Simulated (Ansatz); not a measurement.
The starting structures come from a database of crystals and need not be the phases stable at ambient conditions.

 Where the default PAW files enter, the runs use the earlier of Ansatz's two default sets.

Given:

```yaml
crystal:
  lattice:
    - [4.69305, 0.00000, 0.00000]
    - [1.17278, 7.02448, 0.00000]
    - [0.00000, 0.00000, 4.68576]
  atoms:
    - { symbol: P, position: [0.21592, 0.25156, 0.80919] }
    - { symbol: P, position: [0.78408, 0.74844, 0.19081] }
    - { symbol: P, position: [0.78408, 0.24844, 0.30919] }
    - { symbol: P, position: [0.21592, 0.75156, 0.69081] }
    - { symbol: P, position: [0.37995, 0.91094, 0.35116] }
    - { symbol: P, position: [0.62005, 0.08906, 0.64884] }
    - { symbol: P, position: [0.62005, 0.58906, 0.85116] }
    - { symbol: P, position: [0.37995, 0.41094, 0.14884] }
    - { symbol: Ru, position: [0.00000, 0.50000, 0.50000] }
    - { symbol: Ru, position: [0.00000, 0.00000, 0.00000] }
```

Space group of this cell: P2_1/c. The cell is taken as given; by PBEsol its mean pressure is -2.4 GPa.

Transport runs along the normal of the first two printed cell vectors.

The gap is the functional's own. No spin-orbit coupling. Mid-gap values are interpolated on the energy grid.

**Question.** State the band gap and the smallest decay constant κ at mid-gap according to PBEsol run with Ansatz (a quantum-chemistry and plane-wave program).

**Answer.** Gap 0.75 eV on a 8×4×6 mesh; κ = 0.133 1/Å, at (0.500, 0.000) of the in-plane reciprocal vectors. At the zone centre, at the nearest computed energy, the slowest state has κ = 0.19 1/Å.
